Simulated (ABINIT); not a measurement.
## Worked example: self-consistent single point of RbGaH2 (Pnma, 16 atoms in the cell) in ABINIT

Method of the run: LDA (PW92), PAW (JTH v2.0 LDA PAW) (plane waves; ABINIT).

Input:

```
# RbGaH2, JTH v2.0 LDA PAW
pp_dirpath "./"
pseudos "Rb.LDA_PW-JTH.xml, Ga.LDA_PW-JTH.xml, H.LDA_PW-JTH.xml"
acell 7.4044060000 4.4542070000 9.4835920000 Angstrom
rprim
         1.0000000000    0.0000000000    0.0000000000
         0.0000000000    1.0000000000    0.0000000000
         0.0000000000    0.0000000000    1.0000000000
natom 16
ntypat 3
znucl 37 31 1
typat 1 1 1 1 2 2 2 2 3 3 3 3 3 3 3 3
xcart
         5.3562522316    2.1043078331    3.1075692961
         1.6398974962    6.3129234993   12.0682650749
        12.3524019593    2.1043078331    5.8531264827
         8.6360472240    6.3129234993   14.8138222616
         6.1076387123    2.1043078331    9.5897366225
         0.8885110154    6.3129234993    0.6290408437
        13.1037884401    2.1043078331   17.2923507140
         7.8846607432    6.3129234993    8.3316549352
         3.1188835486    2.1043078331    8.6416950091
         3.8772661791    6.3129234993   17.6023907880
        10.1150332764    2.1043078331    0.3190007697
        10.8734159069    6.3129234993    9.2796965486
         1.4607960632    6.3129234993    3.6846381043
         5.5353536646    2.1043078331   12.6453338831
         8.4569457909    6.3129234993    5.2760576746
        12.5315033924    2.1043078331   14.2367534534
ecut 30
pawecutdg 60
pawxcdev 0
ixc 7
occopt 7
tsmear 0.136 eV
nband 60
kptopt 1
ngkpt 3 5 2
nshiftk 1
shiftk 0 0 0
nstep 50
tolvrs 1.0e-10
prtwf 0
prtden 0
enunit 2
```

Log, with long lists cut:

```
 Symmetries : space group Pn m a (# 62); Bravais oP (primitive ortho.)

 -outvars: echo values of preprocessed input variables --------
            acell      1.3992299517E+01  8.4172313692E+00  1.7921391636E+01 Bohr
             ecut      3.00000000E+01 Hartree
           enunit           2
              ixc           7
         kptrlatt        3    0    0      0    5    0      0    0    2
          kptrlen      3.58427833E+01
            natom          16
            nband          60
            ngfft          72      45      90
          ngfftdg         100      60     128
             nkpt          12
            nstep          50
             nsym           8
           ntypat           3
           occopt           7
        pawecutdg      6.00000000E+01 Hartree
         pawxcdev           0
          spgroup          62
           tolvrs      1.00000000E-10
           tsmear      4.99790825E-03 Hartree
            typat      1  1  1  1  2  2  2  2  3  3  3  3  3  3  3  3
           useylm           1
             xred      3.8279999723E-01  2.4999999782E-01  1.7339999815E-01
                       1.1719999840E-01  7.4999999782E-01  6.7339999815E-01
                       8.8279999723E-01  2.4999999782E-01  3.2659999748E-01
                       6.1719999840E-01  7.4999999782E-01  8.2659999748E-01
                       4.3649999700E-01  2.4999999782E-01  5.3509999875E-01
                       6.3499998631E-02  7.4999999782E-01  3.5099998753E-02
                       9.3649999700E-01  2.4999999782E-01  9.6489999687E-01
                       5.6349999863E-01  7.4999999782E-01  4.6489999687E-01
                       2.2289999793E-01  2.4999999782E-01  4.8219999680E-01
                       2.7709999770E-01  7.4999999782E-01  9.8219999680E-01
                       7.2289999793E-01  2.4999999782E-01  1.7799998828E-02
                       7.7709999770E-01  7.4999999782E-01  5.1779999883E-01
   [... lines left out ...]

== DATASET  1 ==================================================================

 Exchange-correlation functional for the present dataset will be:
  LDA: Perdew-Wang 92 LSD fit to Ceperley-Alder data - ixc=7
 Citation for XC functional:
  J.P.Perdew and Y.Wang, PRB 45, 13244 (1992)

 Real(R)+Recip(G) space primitive vectors, cartesian coordinates (Bohr,Bohr^-1):
 R(1)= 13.9922995  0.0000000  0.0000000  G(1)=  0.0714679  0.0000000  0.0000000
 R(2)=  0.0000000  8.4172314  0.0000000  G(2)=  0.0000000  0.1188039  0.0000000
 R(3)=  0.0000000  0.0000000 17.9213916  G(3)=  0.0000000  0.0000000  0.0557992
 Unit cell volume ucvol=  2.1107174E+03 bohr^3
 Angles (23,13,12)=  9.00000000E+01  9.00000000E+01  9.00000000E+01 degrees

 Coarse grid specifications (used for wave-functions):

 getcut: wavevector=  0.0000  0.0000  0.0000  ngfft=  72  45  90
         ecut(hartree)=     30.000   => boxcut(ratio)=   2.03678

 Fine grid specifications (used for densities):

 getcut: wavevector=  0.0000  0.0000  0.0000  ngfft= 100  60 128
         ecut(hartree)=     60.000   => boxcut(ratio)=   2.04428

   2.77743915E+04                                ecore*ucvol(ha*bohr**3)

_setup2: Arith. and geom. avg. npw (full set) are   16562.300   16562.286
--- !BeginCycle
solver: {iscf: 17, nstep: 50, nline: 4, wfoptalg: 10, }
tolerances: {tolvrs: 1.00E-10, }
...

     iter   Etot(hartree)      deltaE(h)  residm     nres2
 ETOT  1  -419.04275918135    -4.190E+02 4.368E-01 4.802E+01
 ETOT  2  -419.93892195209    -8.962E-01 5.532E-03 8.078E+00
 ETOT  3  -419.90713038138     3.179E-02 2.787E-03 1.207E+00
 ETOT  4  -419.89966339811     7.467E-03 5.643E-04 3.313E-01
 ETOT  5  -419.89799838511     1.665E-03 6.763E-04 9.469E-02
 ETOT  6  -419.89745088310     5.475E-04 2.432E-04 8.292E-03
   [... 7 lines left out ...]
 ETOT 14  -419.89747242763     5.053E-11 5.374E-05 4.557E-09
 ETOT 15  -419.89747242763    -1.251E-12 6.127E-05 1.276E-09
 ETOT 16  -419.89747242763     2.899E-12 3.303E-05 6.087E-10
 ETOT 17  -419.89747242763    -1.648E-12 3.570E-05 3.719E-10
 ETOT 18  -419.89747242763    -3.013E-12 1.844E-05 2.063E-11
 At SCF step   18       nres2   =  2.06E-11 < tolvrs=  1.00E-10 =>converged.

 Cartesian components of stress tensor (hartree/bohr^3)
  sigma(1 1)=  4.39856016E-05  sigma(3 2)=  0.00000000E+00
  sigma(2 2)=  5.52377830E-05  sigma(3 1)=  0.00000000E+00
  sigma(3 3)=  5.17730136E-05  sigma(2 1)=  0.00000000E+00

 ----iterations are completed or convergence reached----

 reduced coordinates (array xred) for   16 atoms
       0.382799997233      0.249999997815      0.173399998148
       0.117199998397      0.749999997815      0.673399998148
       0.882799997233      0.249999997815      0.326599997479
       0.617199998397      0.749999997815      0.826599997479
       0.436499996999      0.249999997815      0.535099998753
       0.063499998631      0.749999997815      0.035099998753
       0.936499996999      0.249999997815      0.964899996874
       0.563499998631      0.749999997815      0.464899996874
       0.222899997933      0.249999997815      0.482199996799
       0.277099997697      0.749999997815      0.982199996799
       0.722899997933      0.249999997815      0.017799998828
       0.777099997697      0.749999997815      0.517799998828
       0.104399998452      0.749999997815      0.205599998008
       0.395599997179      0.249999997815      0.705599998008
       0.604399998452      0.749999997815      0.294399997619
       0.895599997179      0.249999997815      0.794399997619
 cartesian forces (eV/Angstrom) at end:
    1     -0.06224593946897    -0.00000000000000     0.04922585095706
    2      0.06224593946897    -0.00000000000000     0.04922585095706
    3     -0.06224593946897    -0.00000000000000    -0.04922585095706
    4      0.06224593946897    -0.00000000000000    -0.04922585095706
    5      0.10328491441362    -0.00000000000000    -0.15969533138973
    6     -0.10328491441362    -0.00000000000000    -0.15969533138973
    7      0.10328491441362    -0.00000000000000     0.15969533138973
    8     -0.10328491441362    -0.00000000000000     0.15969533138973
    9     -0.05296795730728    -0.00000000000000    -0.01326041359410
   10      0.05296795730728    -0.00000000000000    -0.01326041359410
   [... lines left out ...]
 Fermi (or HOMO) energy (hartree) =   0.06405   Average Vxc (hartree)=  -0.30243
 Fermi (or HOMO) energy (eV) =   1.74295   Average Vxc (eV)=  -8.22952
   [... lines left out ...]
 -13.20166  -13.20069  -13.18341  -13.18292  -13.13303  -13.13191  -13.12268  -13.12250
 -10.96250  -10.95911  -10.86858  -10.75323  -10.66995  -10.60316  -10.60241  -10.55086
 -10.53919  -10.50025  -10.49784  -10.48964   -7.48234   -6.93679   -5.01756   -4.72734
  -2.89262   -2.56920   -1.96603   -1.58610   -1.20239   -0.69041    0.89771    1.10032
   2.73721    2.96395    3.27742    3.47249    3.89572    4.10964    4.19246    4.67260
   4.71434    4.74454    5.22499    5.24983
 prteigrs : prtvol=0 or 1, do not print more k-points.

--- !EnergyTerms
comment             : Components of total free energy in Hartree
kinetic             :  5.79181352119953E+01
hartree             :  1.61197648395372E+02
xc                  : -3.45164525724439E+01
Ewald energy        : -2.03006609713319E+02
psp_core            :  1.31587447925479E+01
local_psp           : -4.00163458010892E+02
spherical_terms     : -1.44854820002946E+01
internal            : -4.19897473897034E+02
'-kT*entropy'       : -2.16651762014280E-14
total_energy        : -4.19897473897034E+02
total_energy_eV     : -1.14259913440565E+04
...

-Cartesian components of stress tensor (GPa)         [Pressure= -1.4808E+00 GPa]
- sigma(1 1)=  1.29410086E+00  sigma(3 2)=  0.00000000E+00
- sigma(2 2)=  1.62515141E+00  sigma(3 1)=  0.00000000E+00
- sigma(3 3)=  1.52321439E+00  sigma(2 1)=  0.00000000E+00

 Calculation completed.
```

The run converged in 18 iterations.

The starting cell comes from a database of published, mostly measured structures (it also holds non-ambient and calculated ones), without a prior relaxation at this level. Its lattice was rescaled by a random factor within 2.5 % of one.

Cost on one core of a shared machine: roughly 30 min.
